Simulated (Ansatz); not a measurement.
Worked calculations on one periodic cell of amorphous Hf₁₈O₃₉B₂: Hf18O39B2, 59 atoms, volume 760.7 Å³, made by a melt-quench on the CHGNet potential and relaxed with DFT. O atoms were pushed apart under 1.9 Å during the dynamics, to hinder bonds among them. It is a model cell: composition and starting density were chosen by hand, and all elements were melted together. Cycles of charging were run to anneal it. All values below come from PBE, scalar-relativistic without spin-orbit coupling (plane waves to 420 eV, PAW; Ansatz, a first-principles code). Sampling: a 2×2×2 Γ-centred mesh; Fermi-Dirac width 0.02 eV; no spin polarisation. Its volume was held where the quench left it, its shape was held as a cube, and it stands at a mean pressure of 7.2 GPa with stress components up to 9.2 GPa; the relaxation ran on the zone centre alone. Its density went from a set 8.42 to 8.42 g/cm³. The cell is small and was quenched far faster than a real film, so it is one sample of the glass.

### Question
Count formal charges (Hf +4, O -2, B +3). What does the count lead one to expect at the Fermi level, and what does the calculation give?

### Answer
18 × (+4) + 39 × (-2) + 2 × (+3) = 0. The charges balance, so the anion-derived valence states can be full and a gap can open. On this mesh the highest filled and lowest empty level lie 4.27 eV apart, the PBE gap of this cell, with a localised state at one edge or both.

Four energies for an added electron at PBE on the zone centre alone (charged cells in a uniform background, spin-polarised): neutral at the neutral geometry -305516.213 eV; charged at the neutral geometry -305500.971 eV; charged and relaxed -305501.385 eV; neutral at the charged geometry -305515.307 eV.

### Question
Find the two relaxation energies and their sum, the reorganisation energy.

### Answer
On charging: -305500.971 − (-305501.385) = 0.414 eV. On discharging: -305515.307 − (-305516.213) = 0.906 eV. The sum is 1.320 eV. The carrier's level spreads over 9 of the 59 atoms' worth, so it counts as partly localised, most on one Hf atom with neighbours O 1.98 Å, O 2.06 Å, O 2.07 Å, O 2.09 Å, O 2.16 Å, O 2.17 Å (neutral geometry). The values are uncorrected: the image energy of a point charge in this cell, 2.84 × 14.40 / (2 × 9.1) = 2.2 eV before screening, is screened by electrons alone at the fixed geometry and by ions too after relaxing, and the carrier can be spread before it relaxes, so each term can be off by up to that value times 1/ε∞, some tenths of an eV. PBE's self-interaction favours spread-out carriers, so a hybrid can localise more.

Four energies for a hole at PBE on the zone centre alone (charged cells in a uniform background, spin-polarised): neutral at the neutral geometry -305516.213 eV; charged at the neutral geometry -305527.112 eV; charged and relaxed -305527.310 eV; neutral at the charged geometry -305515.414 eV.

### Question
Find the two relaxation energies and their sum, the reorganisation energy.

### Answer
On charging: -305527.112 − (-305527.310) = 0.198 eV. On discharging: -305515.414 − (-305516.213) = 0.799 eV. The sum is 0.997 eV. The carrier's level spreads over 3 of the 59 atoms' worth, so it counts as localised, most on one O atom with neighbours Hf 2.04 Å, Hf 2.06 Å, Hf 2.21 Å (neutral geometry). The values are uncorrected: the image energy of a point charge in this cell, 2.84 × 14.40 / (2 × 9.1) = 2.2 eV before screening, is screened by electrons alone at the fixed geometry and by ions too after relaxing, and the carrier can be spread before it relaxes, so each term can be off by up to that value times 1/ε∞, some tenths of an eV. PBE's self-interaction favours spread-out carriers, so a hybrid can localise more.
